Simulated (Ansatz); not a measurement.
The starting structures come from a database of crystals and need not be the phases stable at ambient conditions.

 Where the default PAW files enter, the runs use the earlier of Ansatz's two default sets.

Tunnelling through a barrier is set by its complex band structure: the current falls as exp(−2κd) with the smallest κ.

Consider the following.

```xyz
12
Lattice="4.4484 0.0000 0.0000 0.0000 7.5498 0.0000 -1.5524 0.0000 7.7918" Properties=species:S:1:pos:R:3 pbc="T T T"
Ag     2.9222     3.7084     1.6083
Ag    -0.0262     3.8414     6.1835
Ag     2.9741     7.4833     2.2876
Ag    -0.0782     0.0665     5.5042
Ag     2.2569     2.3176     4.3407
Ag     0.6391     5.2323     3.4511
Ag     2.0871     6.0925     7.3470
Ag     0.8089     1.4573     0.4448
S      1.3310     1.7867     6.6967
S      1.5650     5.7631     1.0951
S      3.0130     5.5617     4.9910
S     -0.1170     1.9882     2.8008
```

Space group of this cell: P2_1/c. The cell is strained (all lengths scaled by 1.02); by PBEsol its mean pressure is -8.1 GPa.

Transport runs along the normal of the first two printed cell vectors.

No gap correction and no spin-orbit coupling; mid-gap values are interpolated between computed energies.

Question: Compute, with Ansatz (an electronic-structure program) with PBEsol, the band gap and the smallest decay constant κ at mid-gap.

Answer: Gap 0.79 eV on a 8×4×4 mesh; κ = 0.134 1/Å, at the zone centre.
